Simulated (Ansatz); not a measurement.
Results of PBEsol (plane waves, PAW; Ansatz, a program for electronic structure) for AlN (model structure, started from the CsCl type, Pm-3m, No. 221, 2 atoms in the cell).

Run with plane-wave cutoff 520 eV, 22×22×22 k mesh, Fermi–Dirac smearing 0.05 eV, scalar-relativistic PAW data made under PBE.

Cell (relaxed at this level):

```cif
data_AlN
_chemical_formula_sum 'Al1 N1'
_space_group_name_H-M_alt 'P 1'
_space_group_IT_number 1
_cell_length_a 2.59386
_cell_length_b 2.59386
_cell_length_c 2.59386
_cell_angle_alpha 90.000
_cell_angle_beta 90.000
_cell_angle_gamma 90.000
loop_
_space_group_symop_operation_xyz
  'x, y, z'
loop_
_atom_site_label
_atom_site_type_symbol
_atom_site_fract_x
_atom_site_fract_y
_atom_site_fract_z
_atom_site_occupancy
Al1 Al 0.00000 0.00000 0.00000 1
N1 N 0.50000 0.50000 0.50000 1
```

### Question
Predict the bulk modulus B0.

### Answer

- bulk modulus B0 = 204 GPa

The run finds no gap.

Note: the bulk modulus is −V dP/dV from two relaxed cells at ±2 % in volume; the relaxation could raise the start's symmetry but not lower it, so the cell can be a saddle point.

A model structure was made by putting elements into a prototype or built by hand; it is no filed structure, need not be a known phase, and can be a saddle point held by its symmetry.
